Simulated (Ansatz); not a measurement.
## What isotropic strain −1.69 % does to AlFe

Start from AlFe in the CsCl type structure (space group Pm-3m, No. 221; a = 2.876 Å; ferromagnetic; relaxed with 0.1 eV smearing).

The change: every lattice vector is shortened by 1.69 %, atoms relaxed at fixed cell.

Calculations: PBE, PAW, 420 eV (Ansatz, a first-principles code; no spin-orbit coupling). Settings: 20×20×20 k-points, 0.1 eV Fermi–Dirac smearing.

- Volume per atom = 11.30 Å³ (base 11.89 Å³)
- Space group = Pm-3m (No. 221) (base Pm-3m (No. 221))
- Shortest interatomic distance = 2.449 Å (base 2.491 Å)
- Energy relative to the base (free energy F) = +18 meV/atom
- Pressure = 9.9 GPa (base 0.0 GPa)
- Band gap = zero (base zero)
- Magnetic state = ferromagnetic (base ferromagnetic)
- Largest site moment = 0.67 μB (base 0.73 μB)

Other magnetic orders, which the real material may have, were not ruled out. Stability against distortions was not tested.
